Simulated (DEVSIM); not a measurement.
Structure: Ru/Si3N4/p-Si capacitor, at 300 K.

```csv
layer (left to right),material,thickness (nm),Na (cm⁻³)
1,Si3N4,7.60,-
2,Si,1800,2e16
```

Metal gate on the left, work function 4.7 eV. Fixed charge at the semiconductor interface 1e11 cm⁻² (in units of +e); no interface traps.

The device is made up for the run: typed textbook-type constants, with dimensions and the other settings drawn at random. Values at 300 K.

```tsv
parameter	Si3N4	Si
gap (eV)	5.1	1.124
affinity (eV)	2.1	4.05
permittivity	7.5	11.7
Nc (cm⁻³)	-	2.86e19
Nv (cm⁻³)	-	3.1e19
```

DEVSIM, 1D Poisson equation in equilibrium, Boltzmann statistics, complete ionisation; no quantum confinement or tunnelling. Metal contacts follow the ideal Schottky-Mott rule: no Fermi-level pinning, no interface dipoles.

### Question
Tabulate band edges, carrier densities and field at 0.3 V on the gate.

### Answer
Energies count from the Fermi level of the right contact; mesh points crowd at the junctions.

```csv
x (μm),Ec (eV),Ev (eV),n (cm⁻³),p (cm⁻³),field (V/cm)
0.000,2.300,-2.800,< 1e2,< 1e2,64000
0.001136,2.307,-2.793,< 1e2,< 1e2,64000
0.002926,2.319,-2.781,< 1e2,< 1e2,64000
0.005331,2.334,-2.766,< 1e2,< 1e2,64000
0.007232,2.346,-2.754,< 1e2,< 1e2,64000
0.008242,0.402,-0.722,5.1e12,2.3e7,56000
0.01024,0.413,-0.711,3.3e12,3.5e7,55000
0.01624,0.446,-0.678,9.3e11,1.2e8,54000
0.02709,0.502,-0.622,1.1e11,1.1e9,50000
0.04848,0.602,-0.522,2.2e9,5.3e10,44000
0.09498,0.771,-0.353,3200000,3.6e13,29000
0.2428,0.931,-0.193,6400,1.8e16,910
0.4877,0.934,-0.190,5800,2.0e16,≈ 0
0.9946,0.934,-0.190,5800,2.0e16,≈ 0
1.504,0.934,-0.190,5800,2.0e16,≈ 0
1.659,0.934,-0.190,5800,2.0e16,≈ 0
1.738,0.934,-0.190,5800,2.0e16,≈ 0
1.774,0.934,-0.190,5800,2.0e16,≈ 0
1.796,0.934,-0.190,5800,2.0e16,≈ 0
1.802,0.934,-0.190,5800,2.0e16,≈ 0
1.806,0.934,-0.190,5800,2.0e16,≈ 0
1.808,0.934,-0.190,5800,2.0e16,≈ 0
```
